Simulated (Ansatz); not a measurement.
A computed series for Ag: element substitutions

Start from Ag in the fcc (Cu type) structure (space group Fm-3m, No. 225; a = 4.054 Å).

Each row replaces one element on all its sites; cell and atoms are relaxed.

Levels (all Ansatz, an electronic-structure program, PAW): PBEsol (420 eV, no spin-orbit coupling); r2SCAN (500 eV, no spin-orbit coupling).

Pressures by level, all at the geometries relaxed with PBEsol:

```
case      PBEsol   r2SCAN
-------  -------  -------
base     0.0 GPa  4.2 GPa
Ag → Pd  0.0 GPa  4.9 GPa
Ag → Au  0.0 GPa  5.1 GPa
```

Single points use the geometry relaxed with PBEsol. Their cutoffs differ, which shifts pressures a little. Stability against distortions was not tested. The final runs are not spin-polarised. Pd has a high density of states at the Fermi level and may be magnetic at this level.
